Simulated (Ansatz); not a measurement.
## HfO2: pressure series

The parent structure is HfO$_{2}$ in the fluorite structure (space group Fm-3m, No. 225; a = 5.058 Å).

Cell and atoms are relaxed at each pressure.

The values are results of Ansatz (a program for electronic structure), r2SCAN, PAW, cutoff 500 eV, scalar-relativistic without spin-orbit coupling, not measurements.

| change | hole mass | volume per atom |
|---|---|---|
| base | 0.28 mₑ along k, 2.9 mₑ across (at X) | 10.79 Å³ |
| pressure −2 GPa | 0.28 mₑ along k, 2.9 mₑ across (at X) | 10.87 Å³ |
| pressure −1 GPa | 0.28 mₑ along k, 2.9 mₑ across (at X) | 10.83 Å³ |
| pressure 3 GPa | 0.28 mₑ along k, 2.9 mₑ across (at X) | 10.67 Å³ |
| pressure 7 GPa | 0.28 mₑ along k, 2.9 mₑ across (at X) | 10.52 Å³ |
| pressure 15 GPa | 0.28 mₑ along k, 2.8 mₑ across (at X) | 10.26 Å³ |
| pressure 30 GPa | 0.28 mₑ along k, 2.7 mₑ across (at X) | 9.84 Å³ |
| pressure 50 GPa | 0.28 mₑ along k, 2.6 mₑ across (at X) | 9.39 Å³ |
| pressure 75 GPa | 0.27 mₑ along k, 2.5 mₑ across (at X) | 8.94 Å³ |
| pressure 100 GPa | 0.27 mₑ along k, 2.4 mₑ across (at X) | 8.57 Å³ |

Spin-orbit coupling, missing from the scalar runs, can matter with Hf. The levels and masses belong to the bands next to the band gap. Load acts through the strain it causes; cell and atoms are relaxed under it. Effective masses come from finite differences of ±0.01 Å⁻¹. Along k means along the line from Γ to the band edge. Stability against distortions was not tested. No other phases were tried under pressure. This is not the structure that HfO2 has at room temperature and ambient pressure.
